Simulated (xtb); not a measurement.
xtb 6.7.1, GFN2-xTB: Ni(OH)2(NH3)2 ([NH3]->[Ni](<-[NH3])([OH])[OH]), charge 0, multiplicity 3, 13 atoms. The geometry is a generated start, not checked to be a minimum at this level.

```
Quantity                                                                                                        Value
------------------------  -------------------------------------------------------------------------------------------
method                                                                                                       GFN2-xTB
--acc                                                                                                     1 (default)
--etemp (K)                                                                                             300 (default)
detailed input (--input)  none: ANC optimiser, Lindh (1995) Hessian, microcycle=20, maxdispl=1.0, hlow=0.01 (default)
basis functions                                                                                                    34
valence electrons                                                                                                  40
```

```xyz
13

Ni    -0.0835     0.2428     0.1920
O     -0.9149     1.6188    -0.7175
H     -1.8452     1.5383    -0.9404
O      0.3021    -0.2672     1.9280
H     -0.3197    -0.8170     2.4100
N      1.9728     1.0203    -0.1616
H      2.5478     0.7015     0.6108
H      1.7890     2.0149    -0.0474
H      2.4497     0.8688    -1.0418
N     -1.3313    -1.5237    -0.4807
H     -2.1656    -1.6118     0.0941
H     -0.7887    -2.3772    -0.3960
H     -1.6127    -1.4087    -1.4495
```

Charge 0 and multiplicity 3 are set for this test and not shown to be the ground state. GFN-xTB has no spin term: --uhf 2 sets the occupations alone.

The structure is relaxed from this start with --opt LEVEL for the levels crude, sloppy, loose, lax, normal, tight, vtight, extreme, once each. Up to the end of the extreme run atoms move by at most 0.41 Å along an axis.

Problem. Which level is enough to come within 5 meV of the tightest end point?

Solution. lax: 11 cycles against 31, ending 1.3 meV above.

```
level    cycles  energy above the extreme run (meV)  gradient norm (eV/Å)
-------  ------  ----------------------------------  --------------------
crude         1                                 9.4                  0.17
sloppy        1                                 9.4                  0.17
loose         1                                 9.4                  0.17
lax          11                                 1.3                 0.086
normal       16                                0.37                 0.045
tight        20                                0.13                 0.026
vtight       30                          under 0.01                0.0011
extreme      31                                   —               0.00090
```
